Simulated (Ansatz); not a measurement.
**Cubic perovskite CsPbCl3 (cubic high-temperature phase)**

All values below come from Hartree–Fock in Ansatz (PAW).

Numerical settings: plane-wave cutoff 460 eV, 4×4×4 k mesh, Fermi–Dirac smearing 0.01 eV, scalar-relativistic PAW data made under PBE.

Cell: measured lattice: a = 5.605 Å, b = 5.605 Å, c = 5.605 Å, α = 90.00°, β = 90.00°, γ = 90.00°.

For cubic perovskite CsPbCl3 (cubic high-temperature phase), the band gap is 7.77 eV (on the SCF k mesh) and the Γ–Γ gap is 13.99 eV.

Note: held by symmetry at 0 K, a high-temperature phase can be a saddle point; cell and atoms aren't relaxed at this level (pressure 4.4 GPa).

Spin–orbit coupling is not included; with these elements it can move the gap by several tenths of an eV or more.

Ansatz is an electronic-structure program.
